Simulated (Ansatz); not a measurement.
# MgS (P6₃mc, No. 186, 4 atoms in the cell; start mp-1185942; a measured phase of this formula has another space group)

Computed with r²SCAN (PAW; Ansatz, a quantum-chemistry and plane-wave program).

Run with plane-wave cutoff 560 eV, 12×12×6 k mesh (along the axes of the cell as run), Fermi–Dirac smearing 0.01 eV, scalar-relativistic PAW data made under PBE.

Cell (relaxed with PBEsol):

```cif
data_Mg2S2
_chemical_formula_sum 'Mg2 S2'
_space_group_name_H-M_alt 'P63mc'
_space_group_IT_number 186
_space_group_name_Hall 'P 6c -2c'
_cell_length_a 4.02849
_cell_length_b 4.02849
_cell_length_c 6.41601
_cell_angle_alpha 90.000
_cell_angle_beta 90.000
_cell_angle_gamma 120.000
loop_
_atom_site_label
_atom_site_type_symbol
_atom_site_symmetry_multiplicity
_atom_site_Wyckoff_symbol
_atom_site_fract_x
_atom_site_fract_y
_atom_site_fract_z
_atom_site_occupancy
Mg1 Mg 2 b 0.66667 0.33333 0.49628 1
S1 S 2 b 0.33333 0.66667 0.37871 1
```

| Property | Result |
|---|---|
| band gap | 4.15 eV (direct) |

Note: cell and atoms aren't relaxed at this level (pressure 0.4 GPa).

Static lattice: no zero-point or thermal effects.

The result took roughly 50 core-seconds.

A start named mp-… is a Materials Project structure, which need not be a measured phase.
